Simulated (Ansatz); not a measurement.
Base system: TaN in the rock salt structure (space group Fm-3m, No. 225; a = 4.375 Å; relaxed with 0.1 eV smearing). Axes: x, y, z lie along the cube axes.

Method: PBEsol in Ansatz (plane waves to 420 eV, PAW, spin-orbit coupling left out), earlier PAW set.

One thing is altered: uniaxial strain ε_zz = −2.58 %, all other strain components held at zero, atoms relaxed at fixed cell.

Question: Estimate the effect on the stress and energy relative to the base.

Answer: The stress (xx, yy, zz, yz, xz, xy; compression positive) comes out as (3.8, 3.8, 24.0, 0.0, 0.0, 0.0) GPa; the energy rises by 19 meV/atom.

Stability against distortions was not tested. The final runs are not spin-polarised. This is not the structure that TaN has at room temperature and ambient pressure.

Ansatz is an electronic-structure program.
